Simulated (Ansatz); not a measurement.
Electronic density of states of amorphous Si₂₄O₅₁Sc₂, density 2.28 g/cm³, on a 2×2×2 Γ-centred mesh with a Gaussian width of 0.1 eV; energies count from the Fermi level, whose place inside the gap is arbitrary. Cell and mesh are small, so fine structure isn't converged. These are PBE, scalar-relativistic without spin-orbit coupling (plane waves to 420 eV, PAW; Ansatz, a quantum-chemistry and plane-wave program) values and carry that method's errors. Sampling: a 2×2×2 Γ-centred mesh; Fermi-Dirac width 0.02 eV; no spin polarisation. At PBE the levels at both edges of the gap are localised (band-tail or defect states), and the nearest spread-out levels lie 6.5 eV apart at the zone centre.

It comes from a melt-quench run on a machine-learned potential (CHGNet), relaxed afterwards by DFT. O atoms were pushed apart under 1.9 Å during the dynamics, to hinder bonds among them. The hot cell started wider than the set density and was brought back towards it in steps. It is the lowest in DFT energy of 2 quenches. It is a model cell: composition and starting density were chosen by hand, and all elements were melted together. No dispersion term was used. Its density started from a set value of 2.28 and ended at 2.28 g/cm³. The simulated quench (nominally 480 K/ps over its main leg) is rapid and tends to freeze in more defects than a deposited or slowly cooled glass has. Values belong to this one cell and scatter from quench to quench. The volume was held where the preparation left it and the shape relaxed, at a PBE pressure of 0.7 GPa. Stress components on the final sampling reach 0.7 GPa.

| E - EF (eV) | states/(eV atom) |
|---|---|
| -12.00 | 0.00 |
| -11.90 | 0.01 |
| -11.80 | 0.08 |
| -11.70 | 0.16 |
| -11.60 | 0.15 |
| -11.50 | 0.16 |
| -11.40 | 0.18 |
| -11.30 | 0.14 |
| -11.20 | 0.12 |
| -11.10 | 0.11 |
| -11.00 | 0.14 |
| -10.90 | 0.17 |
| -10.80 | 0.15 |
| -10.70 | 0.16 |
| -10.60 | 0.21 |
| -10.50 | 0.18 |
| -10.40 | 0.19 |
| -10.30 | 0.23 |
| -10.20 | 0.26 |
| -10.10 | 0.24 |
| -10.00 | 0.21 |
| -9.90 | 0.21 |
| -9.80 | 0.22 |
| -9.70 | 0.19 |
| -9.60 | 0.17 |
| -9.50 | 0.15 |
| -9.40 | 0.13 |
| -9.30 | 0.15 |
| -9.20 | 0.15 |
| -9.10 | 0.16 |
| -9.00 | 0.18 |
| -8.90 | 0.21 |
| -8.80 | 0.20 |
| -8.70 | 0.24 |
| -8.60 | 0.27 |
| -8.50 | 0.30 |
| -8.40 | 0.40 |
| -8.30 | 0.52 |
| -8.20 | 0.53 |
| -8.10 | 0.49 |
| -8.00 | 0.49 |
| -7.90 | 0.52 |
| -7.80 | 0.48 |
| -7.70 | 0.46 |
| -7.60 | 0.50 |
| -7.50 | 0.49 |
| -7.40 | 0.38 |
| -7.30 | 0.22 |
| -7.20 | 0.10 |
| -7.10 | 0.24 |
| -7.00 | 0.20 |
| -6.90 | 0.06 |
| -6.80 | 0.12 |
| -6.70 | 0.18 |
| -6.60 | 0.29 |
| -6.50 | 0.41 |
| -6.40 | 0.44 |
| -6.30 | 0.44 |
| -6.20 | 0.48 |
| -6.10 | 0.45 |
| -6.00 | 0.45 |
| -5.90 | 0.51 |
| -5.80 | 0.54 |
| -5.70 | 0.57 |
| -5.60 | 0.55 |
| -5.50 | 0.61 |
| -5.40 | 0.63 |
| -5.30 | 0.63 |
| -5.20 | 0.63 |
| -5.10 | 0.64 |
| -5.00 | 0.68 |
| -4.90 | 0.71 |
| -4.80 | 0.79 |
| -4.70 | 0.90 |
| -4.60 | 0.98 |
| -4.50 | 0.97 |
| -4.40 | 0.88 |
| -4.30 | 0.85 |
| -4.20 | 0.89 |
| -4.10 | 0.92 |
| -4.00 | 0.98 |
| -3.90 | 0.97 |
| -3.80 | 0.92 |
| -3.70 | 0.81 |
| -3.60 | 0.77 |
| -3.50 | 0.71 |
| -3.40 | 0.72 |
| -3.30 | 0.75 |
| -3.20 | 0.73 |
| -3.10 | 0.61 |
| -3.00 | 0.52 |
| -2.90 | 0.46 |
| -2.80 | 0.34 |
| -2.70 | 0.29 |
| -2.60 | 0.25 |
| -2.50 | 0.18 |
| -2.40 | 0.07 |
| -2.30 | 0.07 |
| -2.20 | 0.13 |
| -2.10 | 0.05 |
| -2.00 | 0.00 |
| -1.90 | 0.00 |
| -1.80 | 0.00 |
| -1.70 | 0.00 |
| -1.60 | 0.00 |
| -1.50 | 0.00 |
| -1.40 | 0.00 |
| -1.30 | 0.00 |
| -1.20 | 0.00 |
| -1.10 | 0.00 |
| -1.00 | 0.00 |
| -0.90 | 0.00 |
| -0.80 | 0.00 |
| -0.70 | 0.00 |
| -0.60 | 0.00 |
| -0.50 | 0.00 |
| -0.40 | 0.00 |
| -0.30 | 0.00 |
| -0.20 | 0.00 |
| -0.10 | 0.00 |
| 0.00 | 0.00 |
| 0.10 | 0.00 |
| 0.20 | 0.00 |
| 0.30 | 0.00 |
| 0.40 | 0.00 |
| 0.50 | 0.00 |
| 0.60 | 0.00 |
| 0.70 | 0.00 |
| 0.80 | 0.00 |
| 0.90 | 0.00 |
| 1.00 | 0.00 |
| 1.10 | 0.00 |
| 1.20 | 0.00 |
| 1.30 | 0.00 |
| 1.40 | 0.00 |
| 1.50 | 0.00 |
| 1.60 | 0.00 |
| 1.70 | 0.00 |
| 1.80 | 0.00 |
| 1.90 | 0.00 |
| 2.00 | 0.00 |
| 2.10 | 0.02 |
| 2.20 | 0.10 |
| 2.30 | 0.11 |
| 2.40 | 0.03 |
| 2.50 | 0.03 |
| 2.60 | 0.11 |
| 2.70 | 0.14 |
| 2.80 | 0.15 |
| 2.90 | 0.22 |
| 3.00 | 0.22 |
| 3.10 | 0.22 |
| 3.20 | 0.23 |
| 3.30 | 0.17 |
| 3.40 | 0.10 |
| 3.50 | 0.09 |
| 3.60 | 0.19 |
| 3.70 | 0.27 |
| 3.80 | 0.29 |
| 3.90 | 0.23 |
| 4.00 | 0.18 |
| 4.10 | 0.19 |
| 4.20 | 0.17 |
| 4.30 | 0.11 |
| 4.40 | 0.10 |
| 4.50 | 0.12 |
| 4.60 | 0.17 |
| 4.70 | 0.20 |
| 4.80 | 0.19 |
| 4.90 | 0.15 |
| 5.00 | 0.19 |
| 5.10 | 0.26 |
| 5.20 | 0.29 |
| 5.30 | 0.28 |
| 5.40 | 0.29 |
| 5.50 | 0.33 |
| 5.60 | 0.31 |
| 5.70 | 0.31 |
| 5.80 | 0.34 |
| 5.90 | 0.41 |

The gap between localised states on this mesh is 4.35 eV; the broadening fills part of it in the curve.
